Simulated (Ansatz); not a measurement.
The reference is CuAu (space group P4/mmm, No. 123; a = 2.869 Å, c = 3.645 Å; relaxed with 0.1 eV smearing). Axes: x, y, z lie along a, b, c of the conventional cell.

The values are results of PBE (Ansatz, a program for electronic structure), without spin-orbit coupling, not measurements.

The change: uniaxial strain ε_zz = +2.00 %, all other strain components held at zero, atoms relaxed at fixed cell.

**Question.** What happens to the energy relative to the base?

**Answer.** The energy grows by 2.7 meV/atom.

**Question.** Estimate the effect on the stress.

**Answer.** The stress (xx, yy, zz, yz, xz, xy; compression positive) amounts to (-2.5, -2.5, -2.9, 0.0, 0.0, 0.0) GPa.

Stability against distortions was not tested. All final runs are without spin polarisation.
